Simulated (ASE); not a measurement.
BP (zinc blende), cell B32P32, with the crystal as the starting point [in the run: it stayed crystalline; mean temperature 303 K (target 300 K)]; MD at a mean temperature of 303 K and a mean pressure of 0.1 GPa, 2.3 ps sampled (in preparation the cell's shape was held).

Nuclei are classical, so zero-point motion is missing.

Question: Give the first peak of g(B-B); B-P-B angle; P-B-P angle; first peak of g(B-P) at the level the machine-learned potential CHGNet 0.3.0 run with ASE.

Answer: 
| Property | Result |
|---|---|
| first peak of g(B-B) | 3.23 Å, height 7.7 |
| B-P-B angle | mean 109°, spread 5°, most frequent near 110° |
| P-B-P angle | mean 109°, spread 5°, most frequent near 110° |
| first peak of g(B-P) | 1.97 Å, height 10.1 |
